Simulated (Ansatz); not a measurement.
Consider Bi (space group C2/m, No. 12; a = 7.084 Å, b = 6.190 Å, c = 3.315 Å, α = γ = 90.00°, β = 117.02°; a cell from a computed database, its experimental status unchecked).

Levels (all Ansatz, a first-principles code, PAW): PBEsol (420 eV, no SOC); PBEsol+SOC (420 eV, with spin-orbit coupling).

The geometry is relaxed with PBEsol.

- PBEsol pressure: 0.0 GPa

**Question.** How does going to PBEsol+SOC change the pressure?

**Answer.** The pressure goes from zero to 1.1 GPa.

Single points use the geometry relaxed with PBEsol. The spin-orbit shifts are approximate. Whether these cells are dynamically stable was not tested. This is not the structure that Bi has at room temperature and ambient pressure.
